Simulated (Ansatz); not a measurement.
**HfN: response to strain and stress**

Start from HfN in the rock salt structure (space group Fm-3m, No. 225; relaxed with 0.1 eV smearing).

```xyz
2
Lattice="0.0000 2.2629 2.2629 2.2629 0.0000 2.2629 2.2629 2.2629 0.0000" Properties=species:S:1:pos:R:3 pbc="T T T"
N      0.0000     0.0000     0.0000
Hf     2.2629     2.2629     2.2629
```

Cartesian axes are those of the cell as printed.

Strains are applied to the cell and any free atomic positions relax; under stress the whole cell relaxes.

All numbers come from Ansatz (a program for electronic structure), r2SCAN, PAW, cutoff 500 eV, spin-orbit coupling left out.

Candidates:
(a) uniaxial stress, 5 GPa compression along z
(b) uniaxial stress, 3 GPa tension along x
(c) isotropic strain +0.90 %

Notes on the quantities. energy relative to the base: free energy F.

Question: Order them by energy relative to the base, highest first.

Answer: (c) isotropic strain +0.90 % (+7.2 meV/atom), (a) uniaxial stress, 5 GPa compression along z (+1.5 meV/atom), (b) uniaxial stress, 3 GPa tension along x (+0.6 meV/atom)

Stability under load was not tested beyond the relaxation. All final runs are without spin polarisation. An odd electron count without spin: HfN.
